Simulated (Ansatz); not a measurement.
MgO (Fm-3m) under hydrostatic pressure: electron conductivity mass by r2SCAN, rigid bands (plane waves, PAW, scalar-relativistic; Ansatz, an electronic-structure program). The unloaded cell, whose axes the loads refer to:

```yaml
crystal:
  lattice:
    - [0.00000, 2.10220, 2.10220]
    - [2.10220, 0.00000, 2.10220]
    - [2.10220, 2.10220, 0.00000]
  atoms:
    - { symbol: Mg, position: [0.00000, 0.00000, 0.00000] }
    - { symbol: O, position: [0.50000, 0.50000, 0.50000] }
```

```
hydrostatic pressure (GPa)  volume per atom (Å³)  electron conductivity mass (mₑ)
--------------------------  --------------------  -------------------------------
-2                                          9.41                            0.370
0                                           9.29                            0.373
2                                           9.18                            0.377
5                                           9.03                                ?
10                                          8.80                            0.390
```

Problem. Fit a straight line to ln(electron conductivity mass) against the load over the rows given, and predict the row at 5 GPa.

Solution. The means are x̄ = 2.500 GPa and ȳ = -0.9744; Σ(x − x̄)(y − ȳ) = 0.3653 and Σ(x − x̄)² = 83.00, so the slope is 0.440 % per GPa, and the rows given lie within 0.11 % of the line. At 5 GPa the line gives 0.382 mₑ; the calculation gives 0.382 mₑ, 0.10 % from it.

Masses are for dilute carriers at 300 K, harmonic means over directions unless an axis is named. Spin-orbit coupling is left out. Stresses and pressures are the targets of the relaxation. The structure type is held at every load. Geometry: cell and atoms relaxed with r2SCAN.
